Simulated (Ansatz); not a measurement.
**The (111)A surface of zinc-blende AlP, Al-terminated, 2x2 Al vacancy (bottom of the slab: 3 H on 4 bottom sites)**

Computed with PBE (plane waves to 420 eV, PAW; Ansatz, a quantum-chemistry and plane-wave program).

Model: 42-atom slab, 15.0 Å thick at the start with caps and adatoms, 3x3x1 mesh, Fermi-Dirac 0.025 eV, dipole correction, 8 atoms held, the rest relaxed; held to the start's symmetry, so lower structures may exist; no spin, no spin-orbit, no U. It is one candidate, not shown to be the stable structure of the face.

```yaml
gap_of_the_slab_on_its_k_mesh: 1.10 eV
highest_filled_level_below_the_top_vacuum_level: 4.63 eV
energy_released_by_relaxation: 3.41 eV
cost: very roughly 7 core-minutes
```
